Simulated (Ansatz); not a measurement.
**What pressure 30 GPa does to HgTe**

The parent structure is HgTe in the zinc blende structure (space group F-43m, No. 216; a = 6.510 Å).

One thing is altered: a hydrostatic pressure of 30 GPa.

All numbers come from Kohn–Sham DFT with the PBEsol functional, run in Ansatz (a program for electronic structure) with PAW and 420 eV plane waves, no spin-orbit coupling. Settings: 9×9×9 k-points, 0.05 eV Fermi–Dirac smearing.

The volume per atom decreases by 9.35 Å³, from 34.48 Å³ to 25.13 Å³ and the density grows by 2.94 g/cm³, from 7.90 g/cm³ to 10.84 g/cm³. The lattice parameter a shrinks by 0.652 Å (6.510 Å → 5.858 Å) and the shortest interatomic distance drops by 0.282 Å (2.819 Å → 2.537 Å). The enthalpy H = E + PV relative to the base's energy is +5.34 eV/atom and the band gap stays zero.

Final structure:

```yaml
crystal:
  lattice:
    - [0.00000, 2.92913, 2.92913]
    - [2.92913, 0.00000, 2.92913]
    - [2.92913, 2.92913, 0.00000]
  atoms:
    - { symbol: Hg, position: [0.00000, 0.00000, 0.00000] }
    - { symbol: Te, position: [0.25000, 0.25000, 0.25000] }
```

A case with no gap was solved on a k-mesh chosen for an insulator, which is coarse for it. With Hg and Te present, leaving out spin-orbit coupling can change the band edges. Load acts through the strain it causes; cell and atoms are relaxed under it. No phonon test of stability was made. Tetrahedral semiconductors of this kind turn to denser phases somewhere between about 1 and 50 GPa; those were not computed, so compressed cells here can lie past the real transition. All final runs are without spin polarisation. The zero or small gap of HgTe can change with the level of theory.
